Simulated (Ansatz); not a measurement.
Amorphous In9Ga9Zn9O39B2, 68 atoms at 5.53 g/cm³, one PBE-relaxed geometry, zone centre. Methods: PBE, scalar-relativistic without spin-orbit coupling (Ansatz, a program for electronic structure); r2SCAN, scalar-relativistic without spin-orbit coupling (Ansatz); HSE06, scalar-relativistic without spin-orbit coupling (Ansatz). Plane waves to 420 eV (r2SCAN 500 eV); exact exchange is cut at the cell's faces. At PBE the levels at the filled edge of the gap are localised (band-tail or defect states), and the nearest spread-out levels lie 1.2 eV apart at the zone centre. All rungs ran without spin polarisation.

Preparation: random packing, a CHGNet melt and quench, and a DFT relaxation. O atoms were pushed apart under 1.9 Å during the dynamics, to hinder bonds among them. The hot cell started wider than the set density and was brought back towards it in steps. It is the lowest in DFT energy of 2 quenches. It is a model cell: composition and starting density were chosen by hand, and all elements were melted together. No dispersion term was used. Its density started from a set value of 5.61 and ended at 5.53 g/cm³. The quench (nominally 320 K/ps over its main leg) was far faster than any real one, so the model tends to hold more defects than a real film. One small periodic cell is one sample of the glass; other quenches scatter about these values. Volume and shape were free in the relaxation. Stress components on the final sampling reach 0.7 GPa. Cycles of charging lowered its energy after that relaxation.

The relaxation ran on the zone centre alone. At PBE the level gap is 0.51 eV on a 2×2×2 Γ-centred mesh, and the spacing at the zone centre alone 0.58 eV.

Problem. What zone-centre spacing does r2SCAN give, roughly?

Solution. 0.96 eV (+0.38 eV against PBE).

Problem. What zone-centre spacing does HSE06 give, roughly?

Solution. 2.07 eV (+1.49 eV against PBE).

The highest filled and the lowest empty state spread over these numbers of atoms (participation numbers): PBE: 6.1 and 60.3; r2SCAN: 6.3 and 58.9; HSE06: 5.3 and 57.7.
